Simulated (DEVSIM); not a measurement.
System: Co/SiO2/p-Si capacitor, at 400 K.

Layer 1 from the left is SiO2, thickness (nm) 2.40. Layer 2 from the left is Si, thickness (nm) 11000, Na (cm⁻³) 2.5e15.

Metal gate on the left, work function 5 eV. Fixed charge at the semiconductor interface 0 cm⁻² (in units of +e); no interface traps.

This is a model device: material constants are rounded textbook-type values typed into the input, and sizes, dopings and lifetimes were drawn at random. Values at 300 K; Nc and Nv go as T^1.5, mobilities as T to minus their exponent, the gap by Varshni's rule with the affinity fixed.

SiO2: gap (eV) 9, affinity (eV) 0.9, permittivity 3.9. Si: gap (eV) 1.124, affinity (eV) 4.05, permittivity 11.7, Nc (cm⁻³) 2.86e19, Nv (cm⁻³) 3.1e19, Varshni α (eV/K) 0.000473, Varshni β (K) 636.

DEVSIM, 1D Poisson equation in equilibrium, Boltzmann statistics, complete ionisation; no quantum confinement or tunnelling. Metal contacts follow the ideal Schottky-Mott rule: no Fermi-level pinning, no interface dipoles.

**Question.** What does the simulation give for the flat-band voltage, the minimum of the low-frequency capacitance?

**Answer.** flat-band voltage 0.19 V; minimum of the low-frequency capacitance 0.0283 μF/cm².
